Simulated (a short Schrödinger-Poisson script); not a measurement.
**Symmetric double-gate stack, SiO2 on p-type Si(100)**

Stack: symmetric double-gate stack, SiO2 on p-type Si(100), at 300 K.

```csv
layer,material,thickness (nm),Na (cm⁻³)
1,SiO2,2,-
2,Si,5,1e16
3,SiO2,2,-
```

Constants are typed, rounded textbook-type inputs, not results; the design itself was drawn at random and stands for no fabricated device. SiO2: permittivity 3.9, conduction-band edge (eV) 3.15, gap (eV) 9, electron mass (mₑ) 0.5. Si: permittivity 11.7, conduction-band edge (eV) 0, gap (eV) 1.124, Nv at 300 K (cm⁻³) 3.1e19.

Channel valleys (confinement mass, in-plane density-of-states mass, number): Δ2 0.916, 0.19, 2; Δ4 0.19, 0.417, 4. At the gates, both at one voltage, the conduction-band edge of layer 1 lies 3.61 eV − eVg above the Fermi level of the channel. Gaps are held at their typed values at every temperature. Mesh 0.03 nm at interfaces.

Solved with a short Schrödinger-Poisson script written for these runs: 1D Poisson equation in equilibrium, electrons quantum, Hartree (BenDaniel-Duke, 12 states a valley, the channel's in-plane mass for all, wave functions ending at the dielectric), parabolic valleys, classical holes, full ionisation, no traps, pinning or gate leakage.

| Vg (V) | electrons (cm⁻²) | C (μF/cm²) | Δ2 E0 (meV) | Δ2 E1 (meV) | Δ4 E0 (meV) | Δ4 E1 (meV) |
|---|---|---|---|---|---|---|
| 0.1 | 2.97e6 | < 0.003 | 376.7 | 425.9 | 439.4 | 676.9 |
| 0.2 | 1.42e8 | < 0.003 | 276.7 | 325.9 | 339.4 | 576.9 |
| 0.3 | 6.71e9 | 0.0417 | 177.1 | 226.3 | 239.8 | 477.2 |
| 0.4 | 2.05e11 | 0.875 | 88.5 | 137.2 | 151.2 | 388.2 |
| 0.5 | 1.15e12 | 1.99 | 42.8 | 89.4 | 105.5 | 340.4 |
| 0.6 | 2.53e12 | 2.36 | 21.1 | 64.8 | 84.0 | 315.9 |
| 0.7 | 4.05e12 | 2.52 | 7.4 | 48.1 | 70.7 | 299.5 |
| 0.8 | 5.65e12 | 2.61 | -2.6 | 35.2 | 61.1 | 286.9 |
| 0.9 | 7.30e12 | 2.67 | -10.5 | 24.4 | 53.8 | 276.6 |
| 1 | 8.98e12 | 2.72 | -17.2 | 15.1 | 47.8 | 267.9 |
| 1.1 | 1.07e13 | 2.75 | -23.1 | 6.9 | 42.8 | 260.2 |
| 1.2 | 1.24e13 | 2.78 | -28.4 | -0.7 | 38.5 | 253.4 |
| 1.3 | 1.42e13 | 2.81 | -33.2 | -7.6 | 34.7 | 247.2 |
| 1.4 | 1.59e13 | 2.83 | -37.8 | -14.1 | 31.3 | 241.6 |
| 1.5 | 1.77e13 | 2.85 | -42.1 | -20.2 | 28.3 | 236.4 |
| 1.6 | 1.95e13 | 2.86 | -46.3 | -26.0 | 25.5 | 231.5 |
| 1.7 | 2.13e13 | 2.88 | -50.3 | -31.6 | 22.9 | 227.0 |
| 1.8 | 2.31e13 | 2.89 | -54.3 | -37.0 | 20.6 | 222.6 |
| 1.9 | 2.49e13 | 2.90 | -58.2 | -42.1 | 18.3 | 218.5 |

Gate voltages with under 1e6 electrons/cm² are left out.

Subbands count from the Fermi level. The capacitance is that of both gates.
